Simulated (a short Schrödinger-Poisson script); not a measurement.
Structure: MOS inversion layer, Al2O3 on p-type Si(100), at 300 K.

From the gate side: 4.6 nm Al2O3; 630 nm Si, acceptors 4.6e17 cm⁻³.

The device is made up for the run: typed textbook-type constants, with dimensions and the other settings drawn at random. Al2O3: permittivity 9, conduction-band edge (eV) 2.7, gap (eV) 6.8, electron mass (mₑ) 0.3. Si: permittivity 11.7, conduction-band edge (eV) 0, gap (eV) 1.124, Nv at 300 K (cm⁻³) 3.1e19.

Channel valleys (confinement mass, in-plane density-of-states mass, number): Δ2 0.916, 0.19, 2; Δ4 0.19, 0.417, 4. At the gate the conduction-band edge of layer 1 lies 3 eV − eVg above the Fermi level of the channel; the field vanishes at the back. Gaps are held at their typed values at every temperature. Mesh 0.03 nm at interfaces.

From a short Schrödinger-Poisson script (our own, NumPy): 1D Poisson equation in equilibrium, electrons quantum, Hartree (BenDaniel-Duke, 12 states a valley, the channel's in-plane mass for all, wave functions ending at the dielectric), parabolic valleys, classical holes, full ionisation, no traps, pinning or gate leakage.

```tsv
Vg (V)	electrons (cm⁻²)	C (μF/cm²)	Δ2 E0 (meV from the Fermi level)	Δ4 E0 (meV from the Fermi level)
0.4	3.09e9	0.200	197.7	255.7
0.5	6.68e10	0.426	117.3	177.5
0.6	4.45e11	0.944	66.6	130.0
0.7	1.09e12	1.17	41.2	108.4
0.8	1.84e12	1.26	25.2	96.3
0.9	2.64e12	1.32	13.3	88.2
1	3.47e12	1.35	3.6	82.2
1.1	4.32e12	1.37	-4.7	77.4
1.2	5.18e12	1.39	-12.2	73.4
1.3	6.05e12	1.41	-19.0	70.0
1.4	6.93e12	1.42	-25.3	66.9
1.5	7.82e12	1.43	-31.3	64.2
1.6	8.71e12	1.44	-37.0	61.6
1.7	9.61e12	1.44	-42.6	59.3
1.8	1.05e13	1.45	-47.9	57.0
1.9	1.14e13	1.45	-53.1	54.9
2	1.23e13	1.46	-58.1	52.9
```

Gate voltages with under 1e9 electrons/cm² are left out.

Q: At Vg = 2 V the lowest Δ2 subband lies at -58.1 meV from the Fermi level. How many electrons does it hold, and what share of all?

A: The two-dimensional density of states is g m/(πħ²) = 1.59e11 cm⁻² meV⁻¹ (both spins), kT = 25.9 meV, so n = D kT ln(1 + exp(−E/kT)) = 9.64e12 cm⁻², 0.78 of the 1.23e13 cm⁻² in all.

Q: Compare the slope of the sheet density between 1.8 and 2 V with the geometric capacitance of the layers between gate and channel.

A: q Δn/ΔV = 1.44 μF/cm²; ε0/Σ(t/ε) = 1.73 μF/cm². The ratio is 0.83: the channel acts as a further capacitance in series.
